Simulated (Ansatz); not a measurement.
The structure below was relaxed with DFT with PBEsol, PAW potentials and a 420 eV plane-wave cutoff in Ansatz (a quantum-chemistry and plane-wave program), no spin-orbit coupling, at pressure 0.3 GPa.

```xyz
2
Lattice="0.0000 2.5250 2.5250 2.5250 0.0000 2.5250 2.5250 2.5250 0.0000" Properties=species:S:1:pos:R:3 pbc="T T T"
Li     0.0000     0.0000     0.0000
Cl     2.5250     2.5250     2.5250
```

Q: Find the space group and the Wyckoff positions.

A: Space group Fm-3m (No. 225); a = 5.050 Å, b = 5.050 Å, c = 5.050 Å, α = 90.00°, β = 90.00°, γ = 90.00°

| atom | site | symmetry | x | y | z |
|---|---|---|---|---|---|
| Li | 4a | m-3m | 0.0000 | 0.0000 | 0.0000 |
| Cl | 4b | m-3m | 0.5000 | 0.5000 | 0.5000 |

Q: Describe the coordination.

A: The crystal has 8 atoms in its conventional cell. Conventional cell: a = 5.050 Å, b = 5.050 Å, c = 5.050 Å, α = 90.00°, β = 90.00°, γ = 90.00°. Li is surrounded by 6 Cl at 2.525 Å (octahedral). Cl is coordinated by 6 Li at 2.525 Å (octahedral). (Neighbours: up to the widest gap in distance over summed covalent radii, below 1.35, at either atom; cation-cation and far metal-metal contacts left out.)

Load acts through the strain it causes; cell and atoms are relaxed under it. Stability against distortions was not tested. The cell was made from LiCl in the rock salt structure (space group Fm-3m, No. 225) by this change: pressure 0.3 GPa.
